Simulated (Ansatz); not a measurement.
Take SrTiO3 in the cubic perovskite structure (space group Pm-3m, No. 221; a = 3.8542 Å) as the base. Axes: x, y, z lie along the cube axes.

Calculations: LDA (Ansatz, a first-principles code), no spin-orbit coupling.

Base values:

| Item | Result |
|---|---|
| Smallest direct gap | 2.17 eV |
| Band gap | 1.85 eV |

It is then changed as follows: biaxial strain −2.50 %, plane normal [111], relaxed out of plane (Cartesian); in-plane vectors clamped, the third vector and the atoms free.

What happens to the smallest direct gap, energy relative to the base, in-plane stress, band gap and ratio −ε⊥/ε∥?

The smallest direct gap decreases by 0.14 eV to 2.03 eV; the energy goes up by 19 meV/atom; the mean in-plane stress (compression positive) amounts to +10.8 GPa; the band gap shrinks by 0.05 eV, from 1.85 eV to 1.80 eV; the ratio −ε⊥/ε∥ comes out as 0.72.

Whether these cells are dynamically stable was not tested. The final runs are not spin-polarised. Many cubic perovskites are stable only at high temperature; tilts and polar distortions were not tested.
